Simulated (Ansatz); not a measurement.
## How far PBE and r2SCAN part for Cu, isotropic strain +2.57 %

The parent structure is Cu in the fcc (Cu type) structure (space group Fm-3m, No. 225; a = 3.629 Å; relaxed with 0.1 eV smearing).

(Cell as relaxed with PBE.)

Levels (all Ansatz, a program for electronic structure, PAW, earlier PAW set): PBE (420 eV, without spin-orbit coupling); r2SCAN (500 eV, without spin-orbit coupling).

Each level relaxes its own structure.

| base | PBE | r2SCAN |
|---|---|---|
| volume per atom | 11.95 Å³ | 11.46 Å³ |
| lattice parameter a | 3.629 Å | 3.579 Å |
| band gap | zero | zero |

It is then changed as follows: every lattice vector is stretched by 2.57 %; the atoms relax in the strained cell.

```json
[
 {"quantity": "energy relative to the base (free energy F)", "PBE": "+28 meV/atom", "r2SCAN": "+31 meV/atom"},
 {"quantity": "pressure", "PBE": "-8.9 GPa", "r2SCAN": "-10.2 GPa"}
]
```

PBE's energy relative to the base lies 3.1 meV/atom below r2SCAN's; PBE's pressure lies 1.39 GPa above r2SCAN's. Neither level is exact; r2SCAN is the comparison here, not a measurement.

Stability against distortions was not tested. All final runs are without spin polarisation.
